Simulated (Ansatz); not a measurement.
An Ansatz (an electronic-structure program) input (PBEsol (Ansatz; PAW; 420 eV plane waves; without spin-orbit coupling)):

Ansatz 0.2 input:
```yaml
crystal:
  lattice:
    - [3.7423226469, 0, 0]
    - [0, 3.7423226469, 0]
    - [0, 0, 3.7423226469]
  atoms:
    - { symbol: Cu, position: [0.5, 0, 0] }
    - { symbol: Cu, position: [0, 0.5, 0] }
    - { symbol: Cu, position: [0, 0, 0.5] }
    - { symbol: N, position: [0, 0, 0] }
basis: { ecutwfc: 420, ecutrho_ratio: 4, xc_grid: 2, fft_grid_basis: typed }
kpoints: { mp_grid: { grid: [12, 12, 12] } }
hamiltonian:
  xc: pbesol
  dispersion: none
  pseudopotentials: { kind: paw }
scf: { occupations: { method: fermi_dirac, width: 0.05 }, convergence: { dr2_threshold: 0.0000000004 } }
relax: { f_tol: 0.005, max_steps: 50 }
output: { forces: true, stress: true }
checkpoint: { write: state.ck, write_every: 1000 }
```

Which symmetry and how many k-points will the program report, and about how many plane waves at Γ?

Space group Pm-3m (ITA 221) with 48 operations, k-points 84 of 1728, and 1021 plane waves at Γ.

And the final pressure?

2.52 GPa (compression positive).

The cells carry an imposed strain or load. No phonon test of stability was made. The final runs are not spin-polarised. The cell was made from Cu₃N (space group Pm-3m, No. 221) by this change: isotropic strain −0.60 %.
